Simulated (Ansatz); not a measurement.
Data:

End structure of H on the 1x1 (100) surface of fcc Pt (the real clean face reconstructs), one in a 2x2 cell, started at the site 'bridge Pt-Pt (span 2.8 Å)':

```yaml
crystal:
  lattice:
    - [5.61443, 0.00000, 0.00000]
    - [0.00000, 5.61443, 0.00000]
    - [0.00000, 0.00000, 25.00000]
  atoms:
    - { symbol: Pt, position: [0.25000, 0.25000, 0.38334] }
    - { symbol: Pt, position: [0.25000, 0.75000, 0.38334] }
    - { symbol: Pt, position: [0.75000, 0.25000, 0.38334] }
    - { symbol: Pt, position: [0.75000, 0.75000, 0.38334] }
    - { symbol: Pt, position: [0.00000, 0.00000, 0.46066] }
    - { symbol: Pt, position: [0.00000, 0.50000, 0.46066] }
    - { symbol: Pt, position: [0.50000, 0.00000, 0.46066] }
    - { symbol: Pt, position: [0.50000, 0.50000, 0.46066] }
    - { symbol: Pt, position: [0.24943, 0.25000, 0.53937] }
    - { symbol: Pt, position: [0.24875, 0.75000, 0.53967] }
    - { symbol: Pt, position: [0.75057, 0.25000, 0.53937] }
    - { symbol: Pt, position: [0.75125, 0.75000, 0.53967] }
    - { symbol: Pt, position: [0.00000, 0.99687, 0.61896] }
    - { symbol: Pt, position: [0.00000, 0.50313, 0.61896] }
    - { symbol: Pt, position: [0.50000, 0.99935, 0.61656] }
    - { symbol: Pt, position: [0.50000, 0.50065, 0.61656] }
    - { symbol: H, position: [0.00000, 0.25000, 0.66008] }
```

Model: 17-atom slab, 5.8 Å thick at the start under the adsorbate (thin: gaps and levels are the slab's own), 5x5x1 mesh, Fermi-Dirac 0.1 eV, dipole correction, 8 atoms held, the rest relaxed; symmetry of the start imposed; no spin, no spin-orbit, no U, no dispersion correction. At the end it is bonded to 2 Pt. In PBE it is, or lies within 0.03 eV of, the lowest of the starts that converged.

A negative adsorption energy means that the adsorbate is more stable on the surface than in its reference.

Task: What change of the work function does PBE (Ansatz, a program for electronic structure) give?

Result: 0.000 eV

Task: Predict the adsorption energy against ½ H2(g) from PBE.

Result: -0.61 eV

Task: What change of the step from the bottom to the top vacuum level, against the clean slab does PBE give?

Result: 0.006 eV

Task: What is the computed work function of the top face (PBE)?

Result: 5.63 eV
